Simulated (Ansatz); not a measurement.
**Pressure series in CdGeAs2**

Take CdGeAs2 in the chalcopyrite structure (space group I-42d, No. 122; a = 5.981 Å, c = 11.298 Å) as the base.

Cell and atoms are relaxed at each pressure.

The values are results of plane-wave PAW DFT at the r2SCAN level (Ansatz, a quantum-chemistry and plane-wave program, 500 eV), spin-orbit coupling left out, not measurements.

Candidates:
(a) pressure 22.5 GPa
(b) pressure 4.5 GPa
(c) pressure 15 GPa
(d) pressure 0.9 GPa

For the base:

The band gap is 0.10 eV.

### Question
Order them by band gap, lowest first.

### Answer
(d) pressure 0.9 GPa (0.18 eV), (b) pressure 4.5 GPa (0.46 eV), (a) pressure 22.5 GPa (0.55 eV), (c) pressure 15 GPa (0.98 eV)

Load acts through the strain it causes; cell and atoms are relaxed under it. Whether these cells are dynamically stable was not tested. No other phases were tried under pressure. The zero or small gap of CdGeAs2 can change with the level of theory.
